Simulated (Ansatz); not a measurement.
Thickness series in PtSe2

The parent structure is PtSe2 in the CdI2 type structure (space group P-3m1, No. 164; layered).

PtSe2 has the trigonal space group P-3m1 (No. 164), the CdI2 type structure, Pearson symbol hP3. Lattice parameters: a = b = 3.7724 Å, c = 4.8183 Å, α = β = 90.00°, γ = 120.00°. Pt on 1a sees 6 Se at 2.526 Å (octahedral). Se on 2d has 3 Pt at 2.526 Å (trigonal pyramidal). (Neighbours: up to the widest gap in distance over summed covalent radii, below 1.35, at either atom; cation-cation and far metal-metal contacts left out.)

Free-standing slabs (3 atom(s) a layer) normal to the stacking axis with 15 Å of vacuum; in-plane cell relaxed.

The values are results of plane-wave PAW DFT at the PBE-D3(BJ) level (Ansatz, a first-principles code, 420 eV), no SOC, not measurements.

Computed cases, in order: 1 layer; 2 layers; 3 layers; 4 layers.

Between which two neighbouring cases does the band gap open or close?

Between 2 layers (0.23 eV) and 3 layers (zero). The whole series: 1 layer: 1.37 eV; 2 layers: 0.23 eV; 3 layers: zero; 4 layers: zero.

With Pt present, leaving out spin-orbit coupling can change the band edges. Whether these cells are dynamically stable was not tested. All final runs are without spin polarisation. A zero or small gap of PtSe2 can be the functional's error rather than a property of the material.
